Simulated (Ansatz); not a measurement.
Input and output of a self-consistent single point for KMg₆Zn (P1, 8 atoms in the cell) (Ansatz, a program for electronic structure).

Method: RPBE, default PAW files made with PBE (plane waves; Ansatz).

```xyz
8
Lattice="5.1637 0.0000 0.0000 0.0000 3.0514 6.7540 0.0000 -3.0514 6.7540" Properties=species:S:1:pos:R:3 pbc="T T T"
K      2.4827     0.0172     9.4589
Mg     2.5514     1.5267     5.9396
Mg     2.6393    -1.4788     5.9336
Mg     0.0036     1.5432     7.6258
Mg     0.0598    -1.6693     7.6375
Mg    -0.0320     0.0092     4.0463
Mg     0.0120     0.0063    11.7518
Zn     2.6105     0.0454     1.6386
```

Reference input (self-consistent single point, DFT, LDA (PW92), plane waves, default PAW files made with PBE): basis.ecutwfc = 420 eV; kpoints.mp_grid.grid = 4 4 4; hamiltonian.xc = lda; hamiltonian.pseudopotentials = {kind: paw} (the program's default PAW files); scf.occupations.method = fermi_dirac; scf.occupations.width = 0.1 eV. This run's input differs from it in these lines:

Ansatz 0.2 input:
```diff
@@ -20,3 +20,3 @@
 hamiltonian:
-  xc: lda
+  xc: rpbe
   pseudopotentials: { kind: paw }
```

Output, abridged:

```
SCF iter   1: F=—  HF=-16424.861240 eV  |F-HF|=—  |Δ(HF+E_count)|=         —  Δρ=2.74e-3  dr2=1.33e-2  ethr=1.77e-3  ⟨swp⟩=11.1  Hψ=8193  notcnv=0
all-band conjugate gradients solve this SCF's bands
preconditioner: auto → Kerker (q_TF=auto, 2.323 Å⁻¹)
SCF iter   2: F=—  HF=-16424.859117 eV  |F-HF|=—  |Δ(HF+E_count)|=   2.12e-3  Δρ=1.24e-3  dr2=4.33e-3  ethr=1.64e-5  ⟨swp⟩=3.0  Hψ=3764  notcnv=0
   [... lines left out ...]
SCF iter   5: F=—  HF=-16424.858803 eV  |F-HF|=—  |Δ(HF+E_count)|=   6.74e-5  Δρ=8.54e-5  dr2=2.95e-5  ethr=6.48e-7  ⟨swp⟩=2.0  Hψ=2012  notcnv=0
SCF iter   6: F=—  HF=-16424.858797 eV  |F-HF|=—  |Δ(HF+E_count)|=   5.12e-6  Δρ=2.91e-5  dr2=6.62e-6  ethr=3.64e-8  ⟨swp⟩=2.0  Hψ=2180  notcnv=0
SCF iter   7: F=—  HF=-16424.858796 eV  |F-HF|=—  |Δ(HF+E_count)|=   1.68e-6  Δρ=1.48e-5  dr2=1.03e-6  ethr=8.17e-9  ⟨swp⟩=2.0  Hψ=2350  notcnv=0
SCF iter   8: F=-16424.858795 eV  HF=-16424.858795 eV  |F-HF|=1.09e-8  |Δ(HF+E_count)|=   2.97e-7  Δρ=4.62e-6  dr2=4.76e-8  ethr=1.23e-10  ⟨swp⟩=4.4  Hψ=7678  notcnv=0
SCF 1 converged in 8 iterations: F = -16424.858795 eV  dr2 = 4.76e-8
Free energy (F): -16424.858795 eV
Internal energy: -16424.744596 eV  (E = F + TS)
E sigma→0 (E₀):  -16424.801696 eV
Entropy (-TS):   -0.114199 eV (-14.275 meV/atom)
Fermi energy:    4.990991 eV
--- Forces (eV/Å), atoms counted from 1 ---
  atom   1  K      0.27080581     0.02437397     0.09594109
  atom   2  Mg     0.07221068    -0.05792920    -0.13000706
  atom   3  Mg    -0.03449572     0.10015719    -0.11355374
  atom   4  Mg    -0.14451155    -0.33651894     0.19183585
  atom   5  Mg    -0.10203896     0.40165731     0.28803916
  atom   6  Mg     0.00372703    -0.00752580    -0.02136334
  atom   7  Mg    -0.10863592    -0.01631231    -0.24201470
  atom   8  Zn     0.04292947    -0.10790148    -0.06887118
--- Stress (GPa, compression-positive) ---
        1.701253      -0.070735      -0.002902
       -0.070735       1.780370      -0.070460
       -0.002902      -0.070460       0.727916
  P = ⅓ Tr σ = 1.4032 GPa (14.032 kbar)
  The stress holds the Pulay correction. Without it, at fixed plane waves, as pw.x and ABINIT print it: P = 1.3916 GPa
```

The run converged in 8 iterations. Against the reference run the pressure goes from -1.68 to 1.40 GPa and the largest force goes from 0.380 to 0.505 eV/Å.

The starting cell comes from a database of computed structures (which also holds hypothetical and non-ambient phases and stackings), without a prior relaxation at this level. Its atoms were displaced at random from the sites of space group no. 38. Ansatz's pressure includes its estimate of the finite-basis (Pulay) stress.
